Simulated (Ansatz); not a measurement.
System: AlB2-type HfB₂. Method: r²SCAN+SOC (Ansatz, a first-principles code, PAW).

Run with plane-wave cutoff 560 eV, 24×24×16 k mesh (along the axes of the cell as run), Fermi–Dirac smearing 0.05 eV, PAW data made under PBE.

Cell (relaxed at this level):

```yaml
crystal:
  lattice:
    - [1.56786, -2.71561, 0.00000]
    - [1.56786, 2.71561, 0.00000]
    - [0.00000, 0.00000, 3.47540]
  atoms:
    - { symbol: Hf, position: [0.00000, 0.00000, 0.00000] }
    - { symbol: B, position: [0.33333, 0.66667, 0.50000] }
    - { symbol: B, position: [0.66667, 0.33333, 0.50000] }
```

Task: What does this level give for the bulk modulus and pressure derivative B′ of the bulk modulus?

Result: 
- bulk modulus: 255 GPa
- pressure derivative B′ of the bulk modulus: 3.9

The run finds no gap.

Measured, for comparison: bulk modulus 282 GPa (room temperature, not corrected to a static lattice, hydrostatic curve from radial diffraction; as tabulated in Experimental and computational studies of compression and deformation behavior …). Computed (rounded) less measured: bulk modulus -10 %.

Note: the bulk modulus comes from volumes at which shape and atoms were relaxed.

The computed numbers hold no vibrational or temperature effects.
